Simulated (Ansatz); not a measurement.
SnS (model structure, started from the rocksalt type, Fm-3m, No. 225, 2 atoms in the cell), treated with PBEsol (plane waves, PAW; Ansatz, a first-principles code).

Run with plane-wave cutoff 500 eV, 12×12×12 k mesh, Fermi–Dirac smearing 0.05 eV, scalar-relativistic PAW data made under PBE.

Cell (relaxed at this level):

```cif
data_S4Sn4
_chemical_formula_sum 'S4 Sn4'
_space_group_name_H-M_alt 'Fm-3m'
_space_group_IT_number 225
_space_group_name_Hall '-F 4 2 3'
_cell_length_a 5.74474
_cell_length_b 5.74474
_cell_length_c 5.74474
_cell_angle_alpha 90.000
_cell_angle_beta 90.000
_cell_angle_gamma 90.000
loop_
_atom_site_label
_atom_site_type_symbol
_atom_site_symmetry_multiplicity
_atom_site_Wyckoff_symbol
_atom_site_fract_x
_atom_site_fract_y
_atom_site_fract_z
_atom_site_occupancy
S1 S 4 a 0.00000 0.00000 0.00000 1
Sn1 Sn 4 b 0.50000 0.50000 0.50000 1
```
(The calculation used a cell of 2 atoms; values per cell refer to that cell.)

**Question.** Predict the band gap.

**Answer.** 
- band gap: 0.26 eV (on the SCF k mesh)

Note: the relaxation could raise the start's symmetry but not lower it, so the cell can be a saddle point.

Spin–orbit coupling is not included.

Computed values are for the static lattice.

Computing time: around 14 core-seconds (rough).

A model structure was made by putting elements into a prototype or built by hand; it is no filed structure, need not be a known phase, and can be a saddle point held by its symmetry.
